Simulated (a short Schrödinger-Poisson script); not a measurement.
## MOS inversion layer, SiO2 on p-type Ge(100)

Structure: MOS inversion layer, SiO2 on p-type Ge(100), at 300 K.

```csv
layer,material,thickness (nm),Na (cm⁻³)
1,SiO2,3,-
2,Ge,770,2.9e17
```

The device is made up for the run: typed textbook-type constants, with dimensions and the other settings drawn at random. SiO2: permittivity 3.9, conduction-band edge (eV) 3.1, gap (eV) 9, electron mass (mₑ) 0.5. Ge: permittivity 16, conduction-band edge (eV) 0, gap (eV) 0.664, Nv at 300 K (cm⁻³) 6e18.

Channel valleys (confinement mass, in-plane density-of-states mass, number): L4 0.12, 0.295, 4. At the gate the conduction-band edge of layer 1 lies 3.31 eV − eVg above the Fermi level of the channel; the field vanishes at the back. Gaps are held at their typed values at every temperature. Mesh 0.03 nm at interfaces.

Solved with a short Schrödinger-Poisson script written for these runs: 1D Poisson equation in equilibrium, electrons quantum, Hartree (BenDaniel-Duke, 12 states a valley, the channel's in-plane mass for all, wave functions ending at the dielectric), parabolic valleys, classical holes, full ionisation, no traps, pinning or gate leakage.

```tsv
Vg (V)	electrons (cm⁻²)	C (μF/cm²)	L4 E0 (meV)	L4 E1 (meV)
0.15	4.10e7	0.250	329.7	392.3
0.3	2.59e9	0.230	221.6	293.0
0.45	1.15e11	0.467	122.9	201.6
0.6	6.53e11	0.761	77.2	161.7
0.75	1.39e12	0.851	56.7	146.1
0.9	2.20e12	0.891	44.0	137.9
1.05	3.04e12	0.915	34.6	132.7
1.2	3.91e12	0.932	27.2	129.2
1.35	4.79e12	0.945	21.0	126.7
1.5	5.68e12	0.955	15.6	124.8
1.65	6.57e12	0.963	10.7	123.4
1.8	7.48e12	0.970	6.4	122.2
1.95	8.39e12	0.975	2.4	121.3
2.1	9.31e12	0.981	-1.4	120.6
2.25	1.02e13	0.985	-4.9	120.0
2.4	1.12e13	0.989	-8.2	119.6
2.55	1.21e13	0.993	-11.4	119.2
2.7	1.30e13	0.996	-14.4	118.8
```

Gate voltages with under 1e6 electrons/cm² are left out.

Subbands count from the Fermi level.

Only the L valleys are kept; under strong confinement the Δ valleys of Ge fill too.
